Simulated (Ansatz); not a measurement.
# A computed series for hypothetical diamond Ba: pressure series

The parent structure is Ba in the diamond structure (space group Fd-3m, No. 227; a = 7.675 Å; a hypothetical phase, not in the database extracts checked).

Cell and atoms are relaxed at each pressure.

All numbers come from PBE, PAW, 420 eV (Ansatz, a first-principles code; spin-orbit coupling left out).

Notes on the quantities. enthalpy: H = E + PV relative to the base's energy.

| change | volume per atom | enthalpy |
|---|---|---|
| base | 56.50 Å³ | – |
| pressure 0.3 GPa | 54.73 Å³ | +0.10 eV/atom |
| pressure 0.7 GPa | 52.93 Å³ | +0.24 eV/atom |
| pressure 1.5 GPa | 50.29 Å³ | +0.50 eV/atom |
| pressure 3 GPa | 47.05 Å³ | +0.95 eV/atom |
| pressure 5 GPa | ___ | +1.52 eV/atom |
| pressure 7.5 GPa | 41.67 Å³ | +2.19 eV/atom |
| pressure 10 GPa | 39.77 Å³ | +2.82 eV/atom |

Q: Complete the table.

A: 
- pressure 5 GPa, volume per atom: 44.19 Å³

Load acts through the strain it causes; cell and atoms are relaxed under it. Stability against distortions was not tested. No other phases were tried under pressure.
